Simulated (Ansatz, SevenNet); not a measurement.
# CaC6 (R-3m, No. 166): properties by level of theory

| level (code) | equilibrium lattice constant a (Å) | lattice parameter c (Å) |
|---|---|---|
| SevenNet-0 (SevenNet) | 4.344 | 13.631 |
| LDA (Ansatz) | ___ | 13.068 |
| PBE (Ansatz) | 4.343 | 13.528 |
| PBEsol (Ansatz) | 4.326 | 13.278 |
| HSE06 (Ansatz) | 4.314 | ___ |

Question: What belongs in the gaps?

Answer: 
- LDA (Ansatz, an electronic-structure program), equilibrium lattice constant a (Å): 4.300
- HSE06 (Ansatz), lattice parameter c (Å): 13.472

Caveats: the relaxation could not lower the start's symmetry, so the cell can be a saddle point above a distorted one (SevenNet-0, LDA, PBE, PBEsol, HSE06). Ansatz's density-functional and Hartree–Fock values are scalar-relativistic unless marked +SOC, with PAW data made under PBE.

Static lattice: no zero-point or thermal effects.
